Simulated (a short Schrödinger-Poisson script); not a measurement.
Structure: symmetric double-gate stack, Si3N4 on p-type Si(100), at 300 K.

| layer | material | thickness (nm) | Na (cm⁻³) |
|---|---|---|---|
| 1 | Si3N4 | 4.1 | - |
| 2 | Si | 8 | 9e15 |
| 3 | Si3N4 | 4.1 | - |

Constants are typed, rounded textbook-type inputs, not results; the design itself was drawn at random and stands for no fabricated device. Si3N4: permittivity 7.5, conduction-band edge (eV) 1.95, gap (eV) 5.1, electron mass (mₑ) 0.5. Si: permittivity 11.7, conduction-band edge (eV) 0, gap (eV) 1.124, Nv at 300 K (cm⁻³) 3.1e19.

Channel valleys (confinement mass, in-plane density-of-states mass, number): Δ2 0.916, 0.19, 2; Δ4 0.19, 0.417, 4. At the gates, both at one voltage, the conduction-band edge of layer 1 lies 2.27 eV − eVg above the Fermi level of the channel. Gaps are held at their typed values at every temperature. Mesh 0.03 nm at interfaces.

Solved with a short Schrödinger-Poisson script written for these runs: 1D Poisson equation in equilibrium, electrons classical, Boltzmann, parabolic valleys, classical holes, full ionisation, no traps, pinning or gate leakage.

The same stack at other levels of the model or other numerical settings:

```csv
run,sheet density of all electrons at Vg = 1.8 V (cm⁻²),sheet density of all electrons at Vg = 0.6 V (cm⁻²),capacitance of both gates at Vg = 1.8 V (μF/cm²),rough cost against the base
base,2.82e13,5.65e12,3.12,about 1
"electrons treated as classical, Fermi-Dirac",2.73e13,5.57e12,…,4
"electrons treated as quantum, Hartree",2.49e13,4.83e12,…,70
mesh six times as coarse,2.79e13,5.59e12,…,2
```

Question: What belongs in the gaps?

Answer: 
- electrons treated as quantum, Hartree, capacitance of both gates at Vg = 1.8 V (μF/cm²): 2.81
- mesh six times as coarse, capacitance of both gates at Vg = 1.8 V (μF/cm²): 3.07
- electrons treated as classical, Fermi-Dirac, capacitance of both gates at Vg = 1.8 V (μF/cm²): 2.97

The classical rows ignore confinement, and Boltzmann statistics overrate the density once the band edge passes the Fermi level.
